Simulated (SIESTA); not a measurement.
Worked example: self-consistent single point of CsGaH4 (Pnma, 24 atoms in the cell) in SIESTA.

Level of theory: LDA PW92, numerical atomic orbitals SZP, PseudoDojo LDA standard norm-conserving potentials (rewritten from UPF to PSML) run with SIESTA.

```
CsGaH4
1.0
   10.40235     0.00000     0.00000
    0.00000     6.22819     0.00000
    0.00000     0.00000     8.27556
Cs Ga H
4 4 16
Cartesian
  7.12103   1.55705   6.91605
  3.28132   4.67114   1.35951
  8.48249   4.67114   2.77827
  1.91986   1.55705   5.49729
  0.62414   1.55705   1.62466
  9.77821   4.67114   6.65090
  4.57703   4.67114   5.76244
  5.82531   1.55705   2.51312
  9.53271   1.55705   0.99869
  0.86964   4.67114   7.27686
  6.07081   4.67114   5.13647
  4.33154   1.55705   3.13908
  1.78192   1.55705   0.48189
  8.62042   4.67114   7.79367
  3.41925   4.67114   4.61966
  6.98310   1.55705   3.65589
  9.57744   5.99083   5.70087
  0.82491   0.23736   2.57469
  6.02608   0.23736   1.56309
  4.37627   5.99083   6.71247
  4.37627   3.35145   6.71247
  6.02608   2.87674   1.56309
  0.82491   2.87674   2.57469
  9.57744   3.35145   5.70087
```

Reference input (self-consistent single point, DFT, LDA PW92, numerical atomic orbitals DZP, PseudoDojo LDA standard norm-conserving potentials (rewritten from UPF to PSML)): XC.functional = LDA; XC.authors = PW92; potentials = PseudoDojo LDA standard; PAO.BasisSize = DZP; PAO.EnergyShift = 0.005 Ry; MeshCutoff = 400 Ry; kgrid.MonkhorstPack = 3 5 4; OccupationFunction = MP; OccupationMPOrder = 0; ElectronicTemperature = 116.05 K; MaxSCFIterations = 150; SCF.Mixer.Method = Pulay. This run's input differs from it in these lines:

```diff
@@ -47,3 +47,3 @@
 XC.authors                   PW92
-PAO.BasisSize                DZP
+PAO.BasisSize                SZP
 PAO.EnergyShift              0.005 Ry
```

Output, abridged:

```
        iscf     Eharris(eV)        E_KS(eV)     FreeEng(eV)     dDmax    Ef(eV) dHmax(eV)
   scf:    1   -11122.813709   -11107.428817   -11107.428817  1.322857 -5.878652  2.539457
   scf:    2   -11108.798134   -11108.123135   -11108.123135  0.042678 -6.046561  2.167730
   scf:    3   -11111.078714   -11109.906979   -11109.906979  0.239763 -7.037309  0.254048
   scf:    4   -11109.933847   -11109.922221   -11109.922221  0.006094 -7.079149  0.098758
   scf:    5   -11109.935716   -11109.929948   -11109.929948  0.009164 -7.047650  0.046366
   scf:    6   -11109.931620   -11109.930956   -11109.930956  0.004626 -7.025492  0.017677
   scf:    7   -11109.930768   -11109.930898   -11109.930898  0.001052 -7.021657  0.026466
   scf:    8   -11109.931019   -11109.930979   -11109.930979  0.000667 -7.024251  0.000388
   scf:    9   -11109.930980   -11109.930979   -11109.930979  0.000035 -7.024250  0.000421
   scf:   10   -11109.930979   -11109.930979   -11109.930979  0.000013 -7.024271  0.000115
   scf:   11   -11109.930979   -11109.930979   -11109.930979  0.000004 -7.024270  0.000089
SCF Convergence by DM+H criterion
max |DM_out - DM_in|         :     0.0000040084
max |H_out - H_in|      (eV) :     0.0000889072
SCF cycle converged after 11 iterations

Using DM_out to compute the final energy and forces

siesta: E_KS(eV) =           -11109.9310

siesta: E_KS - E_eggbox =    -11109.9310

siesta: Atomic forces (eV/Ang):
     1   -0.014353   -0.000000   -0.006201
     2    0.014353   -0.000000    0.006201
     3    0.014353   -0.000000   -0.006201
   [... 21 lines left out ...]
   Tot    0.000000   -0.000000    0.000000
   Max    0.081771
   Res    0.031360    sqrt( Sum f_i^2 / 3N )
   Max    0.081771    constrained

Stress tensor Voigt[x,y,z,yz,xz,xy] (kbar):       25.21       31.14       25.65        0.00       -0.00        0.00
(Free)E + p*V (eV/cell)   -11119.0783
Target enthalpy (eV/cell)   -11109.9310

   [... lines left out ...]
siesta: FreeEng =    -11109.930979
   [... lines left out ...]
siesta:     0.015736    0.000000   -0.000000
siesta:     0.000000    0.019435   -0.000000
siesta:    -0.000000    0.000000    0.016013

siesta: Cell volume =        536.154842 Ang**3

siesta: Pressure (static):
siesta:                Solid            Molecule  Units
siesta:          -0.00018582         -0.00017503  Ry/Bohr**3
siesta:          -0.01706103         -0.01607017  eV/Ang**3
siesta:         -27.33478792        -25.74724971  kBar
```

The run converged in 11 iterations. Against the reference run the pressure goes from -2.50 to -2.73 GPa, the largest force goes from 0.297 to 0.104 eV/Å and the gap on the mesh goes from 4.184 to 4.294 eV.

The starting cell comes from a database of computed structures (which also holds hypothetical and non-ambient phases and stackings), without a prior relaxation at this level. Its lattice was rescaled by a random factor within 2.5 % of one. Values carry the incompleteness of an atom-centred basis. The basis of the alkali or alkaline-earth atoms may lack their empty d shell, which can raise the gap.

Cost on one core of a shared machine: roughly 70 s.
